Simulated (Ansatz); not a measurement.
Start from BAs in the zinc blende structure (space group F-43m, No. 216).

```yaml
crystal:
  lattice:
    - [0.00000, 2.39193, 2.39193]
    - [2.39193, 0.00000, 2.39193]
    - [2.39193, 2.39193, 0.00000]
  atoms:
    - { symbol: B, position: [0.00000, 0.00000, 0.00000] }
    - { symbol: As, position: [0.25000, 0.25000, 0.25000] }
```

Computed with Ansatz (an electronic-structure program), r2SCAN, PAW, cutoff 500 eV, no SOC.

Base values:

| Quantity | Result |
|---|---|
| Band gap | 1.38 eV |
| Pressure | 0.0 kbar |
| Smallest direct gap | 3.44 eV |
| Hole mass | 0.21, 0.22, 0.22 mₑ (at Γ) |

It is then changed as follows: the cell is scaled by 1.0200 in all directions, atoms relaxed at fixed cell.

Problem. How does this affect the band gap?

Solution. The band gap rises by 0.06 eV, from 1.38 eV to 1.44 eV.

Problem. Predict the new pressure.

Solution. The pressure goes from zero to -74.1 kbar.

Problem. What does the calculation give for the smallest direct gap after the change?

Solution. The smallest direct gap decreases by 0.065 eV to 3.37 eV.

Problem. Predict the new hole mass.

Solution. The hole mass (degenerate bands, along [100]) changes from 0.21, 0.22, 0.22 mₑ (at Γ) to 0.19, 0.23, 0.23 mₑ (at Γ).

The cells carry an imposed strain or load. Masses are band curvatures over ±0.01 Å⁻¹ around the edge. Stability against distortions was not tested.
